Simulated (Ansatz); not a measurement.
System: cubic perovskite BaLiF₃. Method: LDA in Ansatz (PAW).

Numerical settings: plane-wave cutoff 520 eV, 8×8×8 k mesh, Fermi–Dirac smearing 0.01 eV, scalar-relativistic PAW data made under PBE.

Pressure at four volumes; x = ln(V/11.744 Å³). One pressure is withheld.

```tsv
V (Å³/atom)	x	P (GPa)
11.039	-0.0619	?
11.274	-0.0408	4.28
11.744	0.0000	0.07
12.448	0.0582	-4.68
```

Pass a parabola P(x) through the three rows shown, estimate the bulk modulus and its pressure derivative near zero pressure, and predict the withheld pressure.

Slopes between the rows: (0.07 − (4.28))/(0.0000 − (-0.0408)) = -103.19 and (-4.68 − (0.07))/(0.0582 − (0.0000)) = -81.62 GPa. Their difference over the span 0.0990 is c = 21.57/0.0990 = 217.9 GPa, so P(x) = 4.28 + (-103.19)(x − (-0.0408)) + 217.9 (x − (-0.0408))(x − (0.0000)). At the middle row B = −dP/dx = −[-103.19 + 217.9 × 0.0408] = 94.3 GPa, and B′ = dB/dP = 2c/B = 4.6. At x = -0.0619 the parabola gives 6.74 GPa; the run gives 6.78 GPa. The Birch–Murnaghan fit to the energies at all volumes has B0 = 93.3 GPa and B′ = 4.7.

Note: the relaxation could not lower the start's symmetry, so the cell can be a saddle point above a distorted one.

Spin–orbit coupling is not included.

Ansatz is an electronic-structure program.
